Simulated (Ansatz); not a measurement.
Base system: Ag2O (space group Pn-3m, No. 224; a = 4.8124 Å).

All numbers come from PBE (Ansatz, an electronic-structure program), no spin-orbit coupling.

Before the change:

| Property | Value |
|---|---|
| Lattice parameter a | 4.812 Å |
| Band gap | zero |

One thing is altered: a hydrostatic pressure of 15 GPa.

Task: Predict the new lattice parameter a, band gap and hole mass.

Result: The lattice parameter a decreases by 0.229 Å, from 4.812 Å to 4.583 Å; the band gap becomes 0.19 eV (base: zero); the hole mass (degenerate bands, along [100]) comes out as 0.13, 1.9, 1.9 mₑ (at Γ).

Load acts through the strain it causes; cell and atoms are relaxed under it. Masses are band curvatures over ±0.01 Å⁻¹ around the edge. Stability against distortions was not tested. Competing high-pressure phases were not computed. No Hubbard U is applied, and correlation can decide whether such a compound is a metal. All final runs are without spin polarisation. The zero or small gap of Ag2O can change with the level of theory.
